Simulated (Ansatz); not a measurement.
System: Ni (Im-3m, No. 229, 1 atom in the cell; start mp-1008728; another form than the element's usual one). Method: r²SCAN (PAW; Ansatz, an electronic-structure program).

Numerical settings: plane-wave cutoff 560 eV, 28×28×28 k mesh, Fermi–Dirac smearing 0.05 eV, spin-polarised start, scalar-relativistic PAW data made under PBE.

Cell (relaxed at this level):

```cif
data_Ni2
_chemical_formula_sum 'Ni2'
_space_group_name_H-M_alt 'Im-3m'
_space_group_IT_number 229
_space_group_name_Hall '-I 4 2 3'
_cell_length_a 2.76564
_cell_length_b 2.76564
_cell_length_c 2.76564
_cell_angle_alpha 90.000
_cell_angle_beta 90.000
_cell_angle_gamma 90.000
loop_
_atom_site_label
_atom_site_type_symbol
_atom_site_symmetry_multiplicity
_atom_site_Wyckoff_symbol
_atom_site_fract_x
_atom_site_fract_y
_atom_site_fract_z
_atom_site_occupancy
Ni1 Ni 2 a 0.00000 0.00000 0.00000 1
```
(The calculation used a cell of 1 atom; values per cell refer to that cell.)

Question: What does this level give for the bulk modulus B0?

Answer: 
- bulk modulus B0: 214 GPa

The run finds no gap.

Note: the magnetic order was assumed, not searched for or taken from measurement; the bulk modulus is −V dP/dV from two relaxed cells at ±2 % in volume; the relaxation could not lower the start's symmetry, so the cell can be a saddle point above a distorted one.

It cost around 3 core-minutes (rough) of CPU time.

A start named mp-… is a Materials Project structure, which need not be a measured phase.
